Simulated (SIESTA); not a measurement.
Short convergence ladders for TiMo₃ (Imm2, 4 atoms in the cell)

```yaml
crystal:
  lattice:
    - [-1.57786, 2.20389, 4.46165]
    - [1.57786, -2.20389, 4.46165]
    - [1.57786, 2.20389, -4.46165]
  atoms:
    - { symbol: Ti, position: [0.50560, 0.00560, 0.50000] }
    - { symbol: Mo, position: [0.75659, 0.75659, 0.00000] }
    - { symbol: Mo, position: [0.24341, 0.24341, 0.00000] }
    - { symbol: Mo, position: [0.00000, 0.50000, 0.50000] }
```

Base method: GGA PBEsol, numerical atomic orbitals DZP, PseudoDojo PBEsol standard norm-conserving potentials (rewritten from UPF to PSML) (SIESTA 5.4.2).

Base settings: XC.functional = GGA; XC.authors = PBEsol; potentials = PseudoDojo PBEsol standard; PAO.BasisSize = DZP; PAO.EnergyShift = 0.01 Ry; MeshCutoff = 300 Ry; kgrid.MonkhorstPack = 6 6 6; OccupationFunction = MP; OccupationMPOrder = 0; ElectronicTemperature = 1160.45 K.

Core times come from one kind of shared machine, to one figure; runs under 30 s give none.

**The k-point mesh**

The second cell is the first with its lattice scaled by 0.98.

Only quantities that move along the ladder and can be compared are tabulated.

```csv
kgrid.MonkhorstPack,free energy less the last step's (meV/atom),energy of the compressed cell less the first (meV/atom),pressure (GPa),largest difference of a force vector from the last step's (eV/Å),core time / last (rough)
2 2 2,129.21,5.18,-6.56,0.384,0.7
4 4 4,-10.05,10.86,-5.67,0.058,0.4
6 6 6,1.06,12.36,-5.31,0.014,0.5
7 7 7,-5.55,9.58,-5.76,0.043,0.3
9 9 9,0.00,10.93,-5.50,0.000,1
```

Coarsest kgrid.MonkhorstPack that holds the forces within 0.02 eV/Å: not settled: the last two steps still differ by 0.043 eV/Å, over half the tolerance, so the ladder does not show it.

Coarsest kgrid.MonkhorstPack that holds the pressure within 0.5 GPa: not settled: the last two steps still differ by 0.26 GPa, over half the tolerance, so the ladder does not show it.

Coarsest kgrid.MonkhorstPack that holds the energy of the compressed cell less the first within 2 meV/atom: not settled: the last two steps still differ by 1.3 meV/atom, over half the tolerance, so the ladder does not show it.

**The k-point mesh at a smearing width of 0.02 eV**

In this ladder: ElectronicTemperature = 232.09 K.

Only quantities that move along the ladder and can be compared are tabulated.

| kgrid.MonkhorstPack | free energy less the last step's (meV/atom) | pressure (GPa) | largest difference of a force vector from the last step's (eV/Å) | core time / last (rough) |
|---|---|---|---|---|
| 5 5 5 | 3.46 | -5.48 | 0.076 | 0.3 |
| 8 8 8 | -1.69 | -5.50 | 0.061 | 0.5 |
| 12 12 12 | -0.92 | -5.65 | 0.019 | 1 |
| 14 14 14 | 0.00 | -5.57 | 0.000 | 1 |

Coarsest kgrid.MonkhorstPack that holds the pressure within 0.05 GPa: not settled: the last two steps still differ by 0.08 GPa, over half the tolerance, so the ladder does not show it.

State of the free energy at the end of the ladder: still drifting one way, by 1.7 meV/atom over the last two steps, so the last step is no safe reference.

Coarsest kgrid.MonkhorstPack that holds the forces within 0.01 eV/Å: not settled: the last two steps still differ by 0.019 eV/Å, over half the tolerance, so the ladder does not show it.

**The k-point mesh at a smearing width of 0.3 eV**

In this ladder: ElectronicTemperature = 3481.36 K.

Only quantities that move along the ladder and can be compared are tabulated.

| kgrid.MonkhorstPack | free energy less the last step's (meV/atom) | largest difference of a force vector from the last step's (eV/Å) | core time / last (rough) |
|---|---|---|---|
| 5 5 5 | 2.20 | 0.076 | 0.2 |
| 8 8 8 | 0.01 | 0.015 | 0.3 |
| 12 12 12 | -0.08 | 0.002 | 1 |
| 14 14 14 | 0.00 | 0.000 | 1 |

Coarsest kgrid.MonkhorstPack that holds the free energy within 1 meV/atom of the last step, with all finer ones: 8 8 8, at about 0.3 of the last step's time; the step before is off by 2.2 meV/atom.

Coarsest kgrid.MonkhorstPack that holds the forces within 0.01 eV/Å of the last step, with all finer ones: 12 12 12; the step before is off by 0.015 eV/Å.

On the base run: the starting cell comes from a database of computed structures (which also holds hypothetical and non-ambient phases and stackings), without a prior relaxation at this level. Its lattice was rescaled by up to half a per cent. One atom was moved a little off its site on purpose. Spin polarisation is off. Values carry the incompleteness of an atom-centred basis. In the base run, with a pressure of about -5 GPa the cell is away from its equilibrium volume at this level. Without a gap this mesh is coarse (it stands for a supercell whose shortest vector is 19 Å).
